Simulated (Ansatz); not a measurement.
Adsorption energy and surface dipole of N on the 1x1 (110) surface of bcc W, one in a 2x2 cell, started at the site 'hollow W-W-W', worked from the runs' numbers; total energies count from the potentials' own zero.

These are RPBE, at the PBE geometry (plane waves to 420 eV, PAW; Ansatz, a quantum-chemistry and plane-wave program) values and carry that method's errors.

Set-up: 17 atoms, 6.6 Å thick at the start under the adsorbate (thin: gaps and levels are the slab's own); mesh 6x6x1; 0.1 eV smearing; dipole correction on; single point; on the structure that PBE left under its start's symmetry; no spin, no spin-orbit, no U, no dispersion correction. At the end it is bonded to 3 W. In PBE it is, or lies within 0.03 eV of, the lowest of the starts that converged; the order may differ at this level.

```tsv
quantity	value
slab with the adsorbate	-166737.239 eV
clean slab, same cell and mesh	-166349.816 eV
reference, ½ N2(g)	-385.754 eV
area of the cell	28.68 Å²
change of the step from the bottom to the top vacuum level	0.151 eV
```

What is the adsorption energy against this reference?

E(slab + adsorbate) − E(slab) − E(reference) = -1.67 eV, so in this state the adsorbate is more stable than in the reference, at a coverage of 3.49 a nm².

What dipole does adsorption add to the slab along the outward normal (Helmholtz relation, ε₀ = 0.005526 e/(V·Å))?

p = −ε₀·A·ΔV = -0.024 e·Å = -0.11 D; its negative end points to the vacuum, which raises the vacuum level.
